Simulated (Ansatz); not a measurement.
The starting structures come from a database of crystals and need not be the phases stable at ambient conditions.

Tunnelling through a barrier is set by its complex band structure: the current falls as exp(−2κd) with the smallest κ.

```yaml
crystal:
  lattice:
    - [3.83652, 0.00000, 0.00000]
    - [0.00000, 12.55062, 0.02434]
    - [0.00000, -1.18580, 3.65887]
  atoms:
    - { symbol: Bi, position: [0.50000, 0.85797, 0.31585] }
    - { symbol: Bi, position: [0.50000, 0.14203, 0.68415] }
    - { symbol: Bi, position: [0.00000, 0.64203, 0.59992] }
    - { symbol: Bi, position: [0.00000, 0.35797, 0.40008] }
    - { symbol: S, position: [0.00000, 0.00000, 0.00000] }
    - { symbol: S, position: [0.50000, 0.50000, 0.00000] }
    - { symbol: O, position: [0.00000, 0.74974, 0.21928] }
    - { symbol: O, position: [0.00000, 0.25026, 0.78072] }
    - { symbol: O, position: [0.50000, 0.75026, 0.71979] }
    - { symbol: O, position: [0.50000, 0.24974, 0.28021] }
```

Space group of this cell: Pnnm. The cell was relaxed by PBE-D3(BJ).

Transport runs along the normal of the first two printed cell vectors.

The gap is the functional's own. No spin-orbit coupling. Mid-gap values are interpolated on the energy grid.

**Question.** State the band gap and the smallest decay constant κ at mid-gap according to Ansatz (an electronic-structure program) with r2SCAN.

**Answer.** Gap 1.17 eV on a 8×8×8 mesh; κ = 0.144 1/Å, at the zone centre.
